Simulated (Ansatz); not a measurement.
Take Li in the bcc (W type) structure (space group Im-3m, No. 229; a = 3.4763 Å; relaxed with 0.1 eV smearing) as the base. Axes: x, y, z lie along the cube axes.

Calculations: DFT with r2SCAN, PAW potentials and a 500 eV plane-wave cutoff in Ansatz (a quantum-chemistry and plane-wave program), spin-orbit coupling left out, earlier PAW set.

It is then changed as follows: the cell is compressed by 5.68 % along y with no lateral relaxation, atoms relaxed at fixed cell.

### Question
What does the calculation give for the stress and energy relative to the base after the change?

### Answer
The stress (xx, yy, zz, yz, xz, xy; compression positive) comes out as (0.8, 0.9, 0.8, 0.0, 0.0, 0.0) GPa; the energy increases by 3.3 meV/atom.

The cells carry an imposed strain or load. No phonon test of stability was made.
